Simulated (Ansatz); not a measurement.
Consider the following.

```yaml
crystal:
  lattice:
    - [4.01613, 0.00000, 0.00000]
    - [0.00000, 4.01613, 0.00000]
    - [0.00000, 0.00000, 8.63828]
  atoms:
    - { symbol: La, position: [0.00000, 0.50000, 0.85727] }
    - { symbol: La, position: [0.50000, 0.00000, 0.14273] }
    - { symbol: Cu, position: [0.50000, 0.50000, 0.50000] }
    - { symbol: Cu, position: [0.00000, 0.00000, 0.50000] }
    - { symbol: Se, position: [0.00000, 0.50000, 0.33146] }
    - { symbol: Se, position: [0.50000, 0.00000, 0.66854] }
    - { symbol: O, position: [0.50000, 0.50000, 0.00000] }
    - { symbol: O, position: [0.00000, 0.00000, 0.00000] }
```

All values below come from PBEsol, rigid bands (plane waves, PAW, scalar-relativistic; Ansatz, an electronic-structure program). How the cell was made: cell and atoms relaxed with PBEsol.

**Question.** Predict the electron conductivity mass (n e² τ/σ) at 300 K, by direction if it differs.

**Answer.** 0.39 (x), 0.39 (y), 6.4 (z) mₑ.

**Question.** And the band gap?

**Answer.** 1.42 eV at this level; semilocal functionals usually fall short of the measured gap.

Rigid bands, one relaxation time for all states, no polarons. Spin-orbit coupling is left out; where it splits the top of the valence band it changes the hole mass and lowers the gap by about a third of the splitting.

Formula and space group known from diffraction (Crystallography Open Database), not checked to be the room-temperature form: LaCuSeO (P4/nmm).
